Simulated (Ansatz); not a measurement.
Effect of biaxial strain +2.50 %, plane normal [001], relaxed out of plane on Ru

The parent structure is Ru in the hcp (Mg type) structure (space group P6_3/mmc, No. 194; a = 2.6756 Å, c = 4.2237 Å; relaxed with 0.1 eV smearing). Axes: x lies along a and z along c of the hexagonal cell.

Modification: tensile biaxial strain of 2.50 % in the plane normal to [001], as in epitaxy on a mismatched substrate; the out-of-plane cell vector and the atoms relax.

Calculations: Ansatz (a quantum-chemistry and plane-wave program) LDA, no SOC. k-mesh 25×25×14 (Γ-centred); smearing 0.1 eV (Fermi–Dirac).

* **Volume per atom**: 13.57 Å³ (base 13.09 Å³)
* **Space group**: P6_3/mmc (No. 194) (base P6_3/mmc (No. 194))
* **Shortest interatomic distance**: 2.616 Å (base 2.617 Å)
* **Pressure (mean of the normal stresses, compression positive)**: -10.8 GPa (base 0.0 GPa)
* **Band gap**: zero (base zero)
* **Out-of-plane strain**: -1.38 %
* **Ratio −ε⊥/ε∥**: 0.55

Final structure (turned so that z lies along the plane normal):

```xyz
2
Lattice="2.7425 0.0000 0.0000 1.3712 2.3750 0.0000 0.0000 0.0000 4.1654" Properties=species:S:1:pos:R:3 pbc="T T T"
Ru     2.7425     1.5834     3.1241
Ru     1.3712     0.7917     1.0414
```

No phonon test of stability was made. All final runs are without spin polarisation.
